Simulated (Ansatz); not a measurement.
Results of PBE in Ansatz (plane waves, PAW) for TiSi₂ (Cmcm, No. 63, 6 atoms in the cell; start mp-1077503; a measured phase of this formula has another space group).

Run with plane-wave cutoff 520 eV, 16×16×16 k mesh, Fermi–Dirac smearing 0.05 eV, no spin polarisation, scalar-relativistic PAW data made under PBE.

Cell (relaxed at this level):

Space group Cmcm (No. 63); a = 3.547 Å, b = 13.564 Å, c = 3.579 Å, α = β = γ = 90.00°

| atom | site | symmetry | x | y | z |
|---|---|---|---|---|---|
| Ti | 4c | m2m | 0.0000 | 0.1032 | 0.7500 |
| Si | 4c | m2m | 0.0000 | 0.5592 | 0.2500 |
| Si | 4c | m2m | 0.0000 | 0.2497 | 0.2500 |
(The calculation used a cell of 6 atoms; values per cell refer to that cell.)

Question: Estimate the bulk modulus B0 that the calculation returns.

Answer: 
bulk modulus B0: 126 GPa

Note: the run has no spin polarisation, so it can have missed a magnetic state; the bulk modulus is −V dP/dV from two relaxed cells at ±2 % in volume; the relaxation could not lower the start's symmetry, so the cell can be a saddle point above a distorted one.

Static lattice: no zero-point or thermal effects.

A start named mp-… is a Materials Project structure, which need not be a measured phase.

Ansatz is a quantum-chemistry and plane-wave program.
